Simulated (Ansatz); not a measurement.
# How the lattice parameter c of MoRu (P-6m2, No. 187, 2 atoms in the cell; start mp-1221386) moves with the method

No measured value is used here.

```
level (code)     value (Å)
---------------  ---------
LDA (Ansatz)         4.371
PBEsol (Ansatz)      4.399
r²SCAN (Ansatz)      4.424
```

LDA, PBEsol, r²SCAN: the run has no spin polarisation, so it can have missed a magnetic state. LDA, PBEsol, r²SCAN: the relaxation could not lower the start's symmetry, so the cell can be a saddle point above a distorted one. Cutoffs differ between the levels. Ansatz's density-functional and Hartree–Fock values are scalar-relativistic unless marked +SOC, with PAW data made under PBE.

A start named mp-… is a Materials Project structure, which need not be a measured phase.

Ansatz is a quantum-chemistry and plane-wave program.
